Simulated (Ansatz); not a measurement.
Functionals compared on a constructed model of the (100) surface of fcc Pt, a pseudomorphic layer of Ga in the host's stacking (bottom of the slab: a bare face, its two planes held), in Ansatz (plane waves, PAW). The structure was relaxed with PBE; the other rows are single points on it. Cutoff 420 eV (500 eV for r2SCAN).

Set-up: 7 atoms, 11.8 Å thick at the start; mesh 13x13x1; 0.1 eV smearing; dipole correction on; 2 atoms held, the rest relaxed; held to the start's symmetry, so lower structures may exist; no spin, no spin-orbit, no U. It is one candidate, not shown to be the stable structure of the face. These notes are the PBE run's.

| functional | work function of the top face (eV) | rough cost of the single point |
|---|---|---|
| PBE | 4.84 | – |
| RPBE | 4.72 | roughly 40 core-seconds |
| r2SCAN | 5.01 | about 80 core-seconds (a rough figure) |

Ansatz is a quantum-chemistry and plane-wave program.
